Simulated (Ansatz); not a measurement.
We consider B20 (FeSi-type) CoSi, described by PBE-D4 (Ansatz, a quantum-chemistry and plane-wave program, PAW).

Run with plane-wave cutoff 520 eV, 12×12×12 k mesh, Fermi–Dirac smearing 0.05 eV, no spin polarisation, scalar-relativistic PAW data made under PBE.

Energies at three volumes about the minimum:

```json
[
 {"V (Å³/atom)": "10.333", "E − E_lowest (meV/atom)": "3.28"},
 {"V (Å³/atom)": "10.544", "E − E_lowest (meV/atom)": "0.00"},
 {"V (Å³/atom)": "10.755", "E − E_lowest (meV/atom)": "3.05"}
]
```

Q: Fit a parabola by hand: where is the minimum, what lattice constant follows, and what is the bulk modulus?

A: Slopes: (0.00 − 3.28)/(10.544 − 10.333) = -15.545 and (3.05 − 0.00)/(10.755 − 10.544) = 14.455 meV/Å³. Curvature E″ = 2 × (14.455 − (-15.545))/(10.755 − 10.333) = 142.180 meV/Å⁶. From the middle of the first interval, the slope vanishes at V0 = 10.4385 − (-15.545)/142.180 = 10.548 Å³/atom. B = V0 E″ = 10.548 × 142.180 meV/Å³ × 0.1602 GPa per meV/Å³ = 240 GPa. With 8 atoms in the cube, a = (8 × 10.548)^(1/3) = 4.386 Å. The full Birch–Murnaghan fit to all volumes gives V0 = 10.544 Å³/atom and B0 = 240 GPa.

Shape and atoms are relaxed at each volume.

Measured, for comparison: bulk modulus 207 GPa (temperature not stated, not corrected to a static lattice; as tabulated in Electronic Structure of B20 (FeSi-Type) Transition-Metal Monosilicides …); lattice constant a 4.444 Å (temperature not stated, not corrected to a static lattice; as tabulated in Wikipedia's data pages). Computed (rounded) less measured: bulk modulus +16 %.

Note: the bulk modulus comes from volumes at which shape and atoms were relaxed.
